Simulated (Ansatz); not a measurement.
## Mo (model structure, P6₃/mmc, No. 194, 2 atoms in the cell)

Method: LDA (plane waves, PAW; Ansatz, a program for electronic structure).

Settings: plane-wave cutoff 520 eV, 24×24×12 k mesh (along the axes of the cell as run), Fermi–Dirac smearing 0.05 eV, no spin polarisation, scalar-relativistic PAW data made under PBE.

Cell (relaxed at this level):

Mo has the hexagonal space group P6₃/mmc (No. 194), the hcp (Mg type) structure, Pearson symbol hP2. Cell: a = b = 2.7161 Å, c = 4.7960 Å, α = β = 90.00°, γ = 120.00°. Mo on 2c is coordinated by 6 Mo at 2.716 Å and 6 Mo at 2.865 Å (anticuboctahedral). (Neighbours: up to the widest gap in distance over summed covalent radii, below 1.35, at either atom.)

```
Item           Result
------------  -------
bulk modulus  262 GPa
```

Note: the run has no spin polarisation, so it can have missed a magnetic state; the bulk modulus is −V dP/dV from two relaxed cells at ±2 % in volume; the relaxation could raise the start's symmetry but not lower it, so the cell can be a saddle point.

Computed values are for the static lattice.

Computing time: very roughly 90 core-seconds.

A model structure was made by putting elements into a prototype or built by hand; it is no filed structure, need not be a known phase, and can be a saddle point held by its symmetry.
